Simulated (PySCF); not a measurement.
PySCF 2.14.0, TPSSH/def2-svp, df: Mo(O)(NH)(NMe2)(Me) (C[N](C)[Mo]([CH3])(=[NH])=[O]), 17 atoms. The geometry is a generated start, not checked to be a minimum at this level.

| Item | Result |
|---|---|
| task | energy |
| method | tpssh |
| basis | def2-svp |
| two-electron scheme | density fitting |
| mol.max_memory | 3000 MB |
| mf.max_cycle | 100 |
| mf.conv_tol | 1e-09 (default) |
| mf.grids.level | 3 (default) |
| effective core potentials | those of the basis set, past Kr |
| basis functions | 165 |
| grid points | 204760 |

```xyz
17

Mo     0.4403    -1.1635     0.3070
O      1.7617    -1.4138     1.2541
N     -0.1867    -2.4036    -0.7323
H     -0.3641    -3.2835    -1.2094
N      0.3525     0.5563    -0.4797
C     -0.3117     0.9832    -1.6958
C      1.1532     1.6423     0.0605
H     -0.9393     1.8656    -1.5048
H      0.4216     1.2528    -2.4708
H     -0.9441     0.1727    -2.0672
H      1.8978     1.9855    -0.6762
H      0.5184     2.5024     0.3229
H      1.6746     1.3008     0.9604
C     -1.1447    -1.0250     1.7740
H     -0.9833    -0.1654     2.4416
H     -1.2165    -1.9112     2.4148
H     -2.1296    -0.8957     1.3007
```

Charge 0 and multiplicity 1 are set for this test and not shown to be the ground state.

With the defaults (mf.DIIS = CDIIS, mf.diis_space = 8, mf.diis = true, mf.init_guess = minao, mf.level_shift = 0) it converges in 16 Fock builds. One run each on 2 threads, 1 BLAS thread, with these changes:
- mf.init_guess = 1e
- mf.diis_space = 3
- mf.init_guess = huckel
- mf.diis = false
- mf.DIIS = EDIIS
- mf.level_shift = 1 Hartree
- mf.level_shift = 0.1 Hartree
- mf.init_guess = atom
- mf.init_guess = mod_huckel

Problem. Which runs fail or end elsewhere than the default run?

Solution. No convergence: mf.DIIS = EDIIS; mf.diis_space = 3; mf.diis = false (the run ends without SCF convergence in 100 cycles). The rest reach the solution of the defaults.

```json
[
 {"setting": "the defaults", "Fock builds": "16", "end": "same solution"},
 {"setting": "mf.level_shift = 0.1 Hartree", "Fock builds": "16", "end": "same solution"},
 {"setting": "mf.init_guess = atom", "Fock builds": "17", "end": "same solution"},
 {"setting": "mf.init_guess = huckel", "Fock builds": "19", "end": "same solution"},
 {"setting": "mf.init_guess = mod_huckel", "Fock builds": "19", "end": "same solution"},
 {"setting": "mf.init_guess = 1e", "Fock builds": "22", "end": "same solution"},
 {"setting": "mf.level_shift = 1 Hartree", "Fock builds": "51", "end": "same solution"},
 {"setting": "mf.DIIS = EDIIS", "Fock builds": "101", "end": "no convergence"},
 {"setting": "mf.diis_space = 3", "Fock builds": "101", "end": "no convergence"},
 {"setting": "mf.diis = false", "Fock builds": "101", "end": "no convergence"}
]
```
